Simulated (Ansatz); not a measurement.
# Rh, response to strain

The parent structure is Rh in the fcc (Cu type) structure (space group Fm-3m, No. 225; a = 3.8320 Å; relaxed with 0.1 eV smearing).

Strains are applied to the cell and any free atomic positions relax.

Computed with PBE (Ansatz, a program for electronic structure), no spin-orbit coupling.

```tsv
isotropic strain (%)	pressure (GPa)
-3	29.5
-2	18.1
-0.5	4.0
0	0.0
0.5	?
1.5	-10.1
2	-12.9
2.5	-15.5
3	-17.9
```

Fit P = P₀ − Bδ + Cδ² with δ = (1 + ε)³ − 1 to the rows shown and predict the withheld row.

Least squares on the printed values gives P₀ = 0.0 GPa, B = 265 GPa, C = 801 GPa (largest residual 0.3 GPa); this predicts -3.8 GPa, and the run gives -3.7 GPa, in agreement.

Whether these cells are dynamically stable was not tested. The final runs are not spin-polarised. Rh lies near a magnetic instability that expansion can trigger; it was not tested.
